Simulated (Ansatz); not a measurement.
The parent structure is VN in the rock salt structure (space group Fm-3m, No. 225).

Space group Fm-3m (No. 225); a = b = c = 4.1169 Å, α = β = γ = 90.00°

```json
[
 {"atom": "N", "site": "4a", "symmetry": "m-3m", "x": "0.0000", "y": "0.0000", "z": "0.0000"},
 {"atom": "V", "site": "4b", "symmetry": "m-3m", "x": "0.5000", "y": "0.5000", "z": "0.5000"}
]
```
(The calculation used a cell of 2 atoms; values per cell refer to that cell.)

Computed with PBE, PAW, 420 eV (Ansatz, a quantum-chemistry and plane-wave program; without spin-orbit coupling), earlier PAW set.

Before the change:

The magnetic state is non-magnetic and the lattice parameter a is 4.117 Å.

Modification: I takes the place of N on all its sites; the structure is relaxed again.

**Question.** What happens to the magnetic state?

**Answer.** The magnetic state goes from non-magnetic to ferromagnetic.

**Question.** How does this affect the lattice parameter a?

**Answer.** The lattice parameter a rises by 1.815 Å, from 4.117 Å to 5.932 Å.

The magnetic state is the one reached from the starting moments; the real material's order can differ, and small cells can't hold many antiferromagnetic ones. Stability against distortions was not tested. As relaxed here, VI is a hypothetical phase, not in the database extracts checked. Starting moments died away, wholly or in part, for the base; another magnetic solution may exist. Spin-polarised in the final run: VI; the other runs are not.
